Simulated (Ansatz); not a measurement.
Start from GaN in the wurtzite structure (space group P6_3mc, No. 186; a = 3.219 Å, c = 5.244 Å). Axes: x lies along a and z along c of the hexagonal cell.

(Cell as relaxed with PBE.)

Levels (all Ansatz, a program for electronic structure, PAW, earlier PAW set): PBE (420 eV, scalar-relativistic without spin-orbit coupling); r2SCAN (500 eV, no spin-orbit coupling).

Each level relaxes its own structure.

```csv
base,PBE,r2SCAN
volume per atom,11.76 Å³,11.37 Å³
lattice parameter a,6.082 bohr,6.016 bohr
band gap,1.71 eV,2.35 eV
```

Modification: tensile biaxial strain of 0.79 % in the plane normal to [001], as in epitaxy on a mismatched substrate; the out-of-plane cell vector and the atoms relax.

```tsv
quantity	PBE	r2SCAN
mean in-plane stress (compression positive)	-3.1 GPa	…
electron mass	0.14 mₑ out of plane, 0.15 mₑ in plane (at Γ)	…
band gap	1.64 eV	…
shortest interatomic distance	3.737 bohr	…
```

Predict the r2SCAN column.


- mean in-plane stress (compression positive), r2SCAN: -3.4 GPa
- electron mass, r2SCAN: 0.17 mₑ out of plane, 0.18 mₑ in plane (at Γ)
- band gap, r2SCAN: 2.27 eV
- shortest interatomic distance, r2SCAN: 3.695 bohr

PBE's in-plane stress lies 0.39 GPa above r2SCAN's; PBE's band gap lies 0.636 eV below r2SCAN's; PBE's shortest interatomic distance lies 0.042 bohr above r2SCAN's (1.1 %). Neither level is exact; r2SCAN is the comparison here, not a measurement.

Effective masses come from finite differences of ±0.01 Å⁻¹. Whether these cells are dynamically stable was not tested.
